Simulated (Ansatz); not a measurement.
Results of rVV10 (Ansatz, an electronic-structure program, PAW) for L1₂ (Cu3Au-type) Pt3Ti.

Run with plane-wave cutoff 520 eV, 14×14×14 k mesh, Fermi–Dirac smearing 0.05 eV, no spin polarisation, scalar-relativistic PAW data made under PBE.

Cell (relaxed at this level):

```xyz
4
Lattice="3.9826 0.0000 0.0000 0.0000 3.9826 0.0000 0.0000 0.0000 3.9826" Properties=species:S:1:pos:R:3 pbc="T T T"
Ti     0.0000     0.0000     0.0000
Pt     0.0000     1.9913     1.9913
Pt     1.9913     0.0000     1.9913
Pt     1.9913     1.9913     0.0000
```

### Question
Give the computed bulk modulus and pressure derivative B′ of the bulk modulus.

### Answer

- bulk modulus: 223 GPa
- pressure derivative B′ of the bulk modulus: 5.0

The run finds no gap.

Spin–orbit coupling is not included.

The computed numbers hold no vibrational or temperature effects.
